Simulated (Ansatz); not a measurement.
The reference is BeTe in the rock salt structure (space group Fm-3m, No. 225; a = 5.3021 Å; a hypothetical phase, not in the database extracts checked).

The change: Ba takes the place of Be on all its sites, then cell and atoms are relaxed.

Levels (all Ansatz, a program for electronic structure, PAW, earlier PAW set): PBEsol (420 eV, spin-orbit coupling left out); r2SCAN (500 eV, no spin-orbit coupling).

The geometry is relaxed with PBEsol.

```
Item                                     Value
--------------------  ------------------------
PBEsol gap character           indirect, Γ → X
PBEsol pressure                       0.0 kbar
PBEsol band gap                        1.46 eV
PBEsol hole mass      0.15, 1.2, 1.2 mₑ (at Γ)
```

Predict the gap character, pressure, band gap and hole mass from r2SCAN.

The gap character remains indirect, Γ → X; the pressure goes from zero to 18.0 kbar; the band gap increases by 0.44 eV, from 1.46 eV to 1.90 eV; the hole mass (degenerate bands, along [100]) changes from 0.15, 1.2, 1.2 mₑ (at Γ) to 0.17, 1.3, 1.3 mₑ (at Γ).

Single points use the geometry relaxed with PBEsol. Their cutoffs differ, which shifts pressures a little. Spin-orbit coupling, missing from the scalar runs, can matter with Te. Masses are band curvatures over ±0.01 Å⁻¹ around the edge. Stability against distortions was not tested. The final runs are not spin-polarised.
